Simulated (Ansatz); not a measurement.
## V_As (zinc-blende GaAs host)

Level of theory: PBE, PAW (plane waves to 420 eV; Ansatz, a quantum-chemistry and plane-wave program). The supercell holds 64 host sites (2×2×2 repeats of a cell of 8 atoms), with a 2×2×2 shifted k-point sampling for the final energies. Site at the start: the As site. Energies of charged states are corrected for periodic images (point charge plus alignment at distant sites). Dielectric constants: PBE linear response of the host. Host gap at this level: 0.16 eV. These values are not converged in cell size to better than tenths of an eV. PBE closes or nearly closes this host's gap, so even the neutral cell can hold carriers in host bands. Spin–orbit coupling is left out. Each state is the lowest found from its start.

Formation energies E_f are given with the Fermi level at the valence-band maximum. Chemical conditions: As-rich (Δμ(As) = 0.00 eV; only phases computed here count, gases as isolated molecules at 0 K); Ga-rich (Δμ(As) = -0.70 eV; only phases computed here count, gases as isolated molecules at 0 K). Reference phases: As: rhombohedral As.

Charges with a result: +3, +2, +1, 0, −1. Others weren't obtained, and one of them could lie lower, also by skipping a charge.

```json
[
 {"charge": "+3†", "moment (μB)": "not spin-polarised", "largest move off a lattice site (Å)": "0.53", "image correction with alignment (eV)": "0.20", "E_f, As-rich (eV)": "–", "E_f, Ga-rich (eV)": "–"},
 {"charge": "+2†", "moment (μB)": "1.0", "largest move off a lattice site (Å)": "0.29", "image correction with alignment (eV)": "-0.07", "E_f, As-rich (eV)": "–", "E_f, Ga-rich (eV)": "–"},
 {"charge": "+1", "moment (μB)": "not spin-polarised", "largest move off a lattice site (Å)": "0.59", "image correction with alignment (eV)": "-0.13", "E_f, As-rich (eV)": "2.78", "E_f, Ga-rich (eV)": "2.08"},
 {"charge": "0†", "moment (μB)": "fractional", "largest move off a lattice site (Å)": "0.44", "image correction with alignment (eV)": "0.00", "E_f, As-rich (eV)": "3.10", "E_f, Ga-rich (eV)": "2.40"},
 {"charge": "−1†", "moment (μB)": "not spin-polarised", "largest move off a lattice site (Å)": "0.38", "image correction with alignment (eV)": "0.30", "E_f, As-rich (eV)": "–", "E_f, Ga-rich (eV)": "–"}
]
```

† Not settled in this cell, so no level is given: charge +3: carriers not clearly localised, level within 0.1 eV of a band edge or past it; charge +2: a level filled in part, carriers not clearly localised, level within 0.1 eV of a band edge or past it; charge 0: fractional moment, a level filled in part, carriers not clearly localised, level within 0.1 eV of a band edge or past it; charge −1: carriers not clearly localised, level within 0.1 eV of a band edge or past it.

Starting moments that weren't kept: charge 0 began with 1 μB and ended with 0.5.

Flagged in the runs: a strain field that reaches the edge of the cell.

All states together cost around 9 core-hours (rough).
